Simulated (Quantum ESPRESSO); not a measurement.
A self-consistent single point of Fe2Si (I4/mmm, 3 atoms in the cell) with Quantum ESPRESSO.

Method of the run: LDA (PZ), PSlibrary PAW (LDA) pseudopotentials (plane waves; Quantum ESPRESSO).

The change in words: lattice scaled by 0.98. Reference geometry:
```
CELL_PARAMETERS angstrom
     -1.33414     1.33414     4.40849
      1.33414    -1.33414     4.40849
      1.33414     1.33414    -4.40849
ATOMIC_POSITIONS crystal
  Fe 0.33963 0.33963 0.00000
  Fe 0.66037 0.66037 0.00000
  Si 0.00000 0.00000 0.00000
```
Moments meant for the start (each program seeds them in its own way; μB, in the order of the atoms Fe Fe Si): 4.0 4.0 0.0.

Reference input (self-consistent single point, DFT, LDA (PZ), plane waves, PSlibrary PAW (LDA) pseudopotentials): ecutwfc = 55 Ry; ecutrho = 330 Ry; occupations = smearing; smearing = fd; degauss = 0.0099958 Ry; nspin = 2; potentials = {Fe: Fe.pz-n-kjpaw_psl.1.0.0.UPF, Si: Si.pz-n-kjpaw_psl.1.0.0.UPF}; K_POINTS = automatic 9 9 9 0 0 0; conv_thr = 1e-09 Ry; mixing_beta = 0.4. This run's input differs from it in these lines:

```diff
@@ -29,4 +29,4 @@
 ATOMIC_POSITIONS angstrom
-Fe    0.000000000    0.000000000    2.994510917
-Fe    0.000000000    0.000000000    5.822469083
+Fe    0.000000000    0.000000000    2.934620563
+Fe    0.000000000    0.000000000    5.706019437
 Si    0.000000000    0.000000000    0.000000000
@@ -35,5 +35,5 @@
 CELL_PARAMETERS bohr
-  -2.521168660     2.521168660     8.330838723
-   2.521168660    -2.521168660     8.330838723
-   2.521168660     2.521168660    -8.330838723
+  -2.470745098     2.470745098     8.164221571
+   2.470745098    -2.470745098     8.164221571
+   2.470745098     2.470745098    -8.164221571
```

The program printed (abridged):

```
     Self-consistent Calculation

     iteration #  1     ecut=    55.00 Ry     beta= 0.40

---- Real-time Memory Report at c_bands before calling an iterative solver
           124 MiB given to the printing process from OS
            83 MiB allocation reported by mallinfo(arena+hblkhd)
------------------

     Threshold (ethr) on eigenvalues was too large:
     Diagonalizing with lowered threshold

---- Real-time Memory Report at c_bands before calling an iterative solver
           173 MiB given to the printing process from OS
            89 MiB allocation reported by mallinfo(arena+hblkhd)
------------------

   [... lines left out ...]

     total magnetization       =     1.32 Bohr mag/cell
     absolute magnetization    =     1.43 Bohr mag/cell

     iteration # 14     ecut=    55.00 Ry     beta= 0.40

---- Real-time Memory Report at c_bands before calling an iterative solver
           187 MiB given to the printing process from OS
           103 MiB allocation reported by mallinfo(arena+hblkhd)
------------------

     Magnetic moment per site  (integrated on atomic sphere of radius R)
     atom   1 (R=0.203)  charge=  6.3438  magn=  0.6747
     atom   2 (R=0.203)  charge=  6.3438  magn=  0.6747
     atom   3 (R=0.203)  charge=  1.9327  magn= -0.0206
     End of self-consistent calculation

     the Fermi energy is    15.7302 ev

!    total energy              =    -319.27463403 Ry
     estimated scf accuracy    <          3.6E-10 Ry
     smearing contrib. (-TS)   =      -0.01592098 Ry
     internal energy E=F+TS    =    -319.25871305 Ry

      -> PAW hartree energy AE =     101.88857465 Ry
      -> PAW hartree energy PS =    -101.74715326 Ry
      -> PAW xc energy AE      =    -254.45629640 Ry
      -> PAW xc energy PS      =      66.90659449 Ry
      -> total E_H with PAW    =      19.09450862 Ry
      -> total E_XC with PAW   =    -254.74360527 Ry

     total magnetization       =     1.32 Bohr mag/cell
     absolute magnetization    =     1.43 Bohr mag/cell

     convergence has been achieved in  14 iterations

     Forces acting on atoms (cartesian axes, Ry/au):

   [... lines left out ...]

     Total force =     0.003684     Total SCF correction =     0.000071

          total   stress  (Ry/bohr**3)                   (kbar)     P=       66.70
   0.00052024  -0.00000000   0.00000000           76.53       -0.00        0.00
   0.00000000   0.00052024   0.00000000            0.00       76.53        0.00
  -0.00000000   0.00000000   0.00031975           -0.00        0.00       47.04

   JOB DONE.
```

The run converged in 14 iterations. Against the reference run the free energy goes down by 6.1 meV/atom, the pressure goes from -9.42 to 6.67 GPa, the largest force goes from 0.053 to 0.067 eV/Å and the size of the net moment goes from 0.56 to 0.44 μB/atom.

The starting cell comes from a database of computed structures (which also holds hypothetical and non-ambient phases and stackings), without a prior relaxation at this level. Its lattice was rescaled by a random factor within 2.5 % of one. For this run, on top of that: lattice scaled by 0.98. The moments shrank to a small part of their start, a low-spin state that need not be the lowest. With a pressure of about 7 GPa the cell is away from its equilibrium volume at this level.

Cost on one core of a shared machine: roughly 7 min.
